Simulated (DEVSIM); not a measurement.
Model (solved in DEVSIM): 1D drift-diffusion, Boltzmann statistics, complete ionisation; no tunnelling, impact ionisation, image-force lowering or self-heating. Band offsets follow the typed affinities; no thermionic-emission limit at abrupt steps, no polarisation charge.

Device: isotype n-n heterojunction Al0.3Ga0.7As/GaAs, at 300 K.

```csv
layer (left to right),material,thickness (μm),Nd (cm⁻³),τn (s),τp (s)
1,Al0.3Ga0.7As,0.110,2.2e16,5.8e-10,5.8e-10
2,GaAs,0.240,7.3e16,5.8e-10,5.8e-10
```

Left contact: ohmic. Right contact: ohmic. Voltage is applied to the left contact. Recombination: SRH at mid-gap, Auger. Mobility is constant in doping. Where it depends on doping, it is μmin + (μ − μmin)/(1 + (N/Nref)^α).

This is a model device: material constants are rounded textbook-type values typed into the input, and sizes, dopings and lifetimes were drawn at random. Values at 300 K; Nc and Nv go as T^1.5, mobilities as T to minus their exponent, the gap by Varshni's rule with the affinity fixed. The table also holds parameters that only a changed run uses.

```tsv
parameter	Al0.3Ga0.7As	GaAs
gap (eV)	1.7981	1.424
affinity (eV)	3.833	4.07
permittivity	12.05	12.9
Nc (cm⁻³)	6.96e17	4.7e17
Nv (cm⁻³)	9e18	9e18
μn (cm²/Vs)	3880	8500
μp (cm²/Vs)	197	400
μn,min	500	500
μp,min	20	20
Nref,n	6e16	6e16
Nref,p	1.5e17	1.5e17
αn	0.39	0.39
αp	0.38	0.38
T exponent of μn	2.1	2.1
T exponent of μp	2.2	2.2
Cn (cm⁶/s)	1e-30	1e-30
Cp (cm⁶/s)	1e-30	1e-30
Varshni α (eV/K)	0.000541	0.000541
Varshni β (K)	204	204
```

One input was changed, with this effect: potential step across the device at zero bias 0.196 → 0.168 V.

**Question.** Which change was it?
A. minority lifetime in layer 1 5.8e-10 → 1.7e-10 s
B. Auger recombination switched off
C. thickness of layer 2 0.24 → 0.14 μm
D. temperature 300 → 500 K
E. doping-dependent mobility in place of the constant one

**Answer.** D, temperature 300 → 500 K
